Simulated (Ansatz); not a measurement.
Bond-angle distributions (per cent of the angles at each element, bins of 10°) of a relaxed model of amorphous hafnium silicate (Si20O47Hf4) at 3.20 g/cm³. Computed with PBE, scalar-relativistic without spin-orbit coupling (plane waves to 420 eV, PAW; Ansatz, a quantum-chemistry and plane-wave program). The usual formal charges leave 2 electrons over, so the level spacing at the Fermi energy parts defect or band states and needn't be the band gap.

It comes from a melt-quench run on a machine-learned potential (CHGNet), relaxed afterwards by DFT. O atoms were pushed apart under 1.9 Å during the dynamics, to hinder bonds among them. The hot cell started wider than the set density and was brought back towards it in steps. It is the lowest in DFT energy of 4 quenches. It is a model cell: composition and starting density were chosen by hand, and all elements were melted together. No dispersion term was used. Its density started from a set value of 3.20 and ended at 3.20 g/cm³. The quench (nominally 480 K/ps over its main leg) was far faster than any real one, so the model tends to hold more defects than a real film. One small periodic cell is one sample of the glass; other quenches scatter about these values. The volume was held where the preparation left it, at a PBE pressure of 2.4 GPa. Stress components on the final sampling reach 4.4 GPa. Cycles of charging lowered its energy after that relaxation.

Cut-offs for bonds: Si-Si 2.60 Å, Si-O 1.92 Å, Si-Hf 2.89 Å, O-O 1.58 Å, O-Hf 2.65 Å, Hf-Hf 3.34 Å. Two cations that share two anions don't count as bonded, nor two that share one unless they lie closer than Si-Si 2.38 Å, Si-Hf 2.81 Å, Hf-Hf 3.25 Å.

| angle (°) | at Si | at O | at Hf |
|---|---|---|---|
| 50-60 | 0 | 0 | 0 |
| 60-70 | 0 | 0 | 2 |
| 70-80 | 0 | 0 | 7 |
| 80-90 | 0 | 0 | 17 |
| 90-100 | 5 | 7 | 24 |
| 100-110 | 51 | 5 | 20 |
| 110-120 | 41 | 9 | 12 |
| 120-130 | 3 | 25 | 0 |
| 130-140 | 0 | 28 | 0 |
| 140-150 | 0 | 11 | 2 |
| 150-160 | 0 | 5 | 7 |
| 160-170 | 0 | 5 | 5 |
| 170-180 | 0 | 5 | 2 |

They go with these counts of neighbours within the cut-offs, cation contacts included: Si mean 4.0, most often 4; O mean 2.1, most often 2; Hf mean 5.0, most often 5.
